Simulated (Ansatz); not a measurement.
MgS (Fm-3m) under biaxial stress xx = yy (compression positive): hole conductivity mass by r2SCAN with spin-orbit coupling, rigid bands (plane waves, PAW; Ansatz, a quantum-chemistry and plane-wave program). The unloaded cell, whose axes the loads refer to:

Space group Fm-3m (No. 225); a = 5.2032 Å, b = 5.2032 Å, c = 5.2032 Å, α = 90.00°, β = 90.00°, γ = 90.00°

```
atom  site  symmetry       x       y       z
----  ----  --------  ------  ------  ------
Mg      4a      m-3m  0.0000  0.0000  0.0000
S       4b      m-3m  0.5000  0.5000  0.5000
```
(The calculation used a cell of 2 atoms; values per cell refer to that cell.)

```
biaxial stress xx = yy (compression positive) (GPa)  volume per atom (Å³)  hole conductivity mass (mₑ)
---------------------------------------------------  --------------------  ---------------------------
-2                                                                  17.93                            ?
-1                                                                  17.76                         1.22
0                                                                   17.61                         1.22
1                                                                   17.47                         1.19
2                                                                   17.34                         1.12
```

Task: Fit a straight line to ln(hole conductivity mass) against the load over the rows given, and predict the row at -2 GPa.

Result: The means are x̄ = 0.500 GPa and ȳ = 0.1712; Σ(x − x̄)(y − ȳ) = -0.1407 and Σ(x − x̄)² = 5.000, so the slope is -2.81 % per GPa, and the rows given lie within 1.7 % of the line. At -2 GPa the line gives 1.27 mₑ; the calculation gives 1.18 mₑ, 7.9 % from it, so the trend bends or changes character over this range.

Masses are for dilute carriers at 300 K, harmonic means over directions unless an axis is named. Stresses and pressures are the targets of the relaxation. The structure type is held at every load. Geometry: cell and atoms relaxed with r2SCAN.
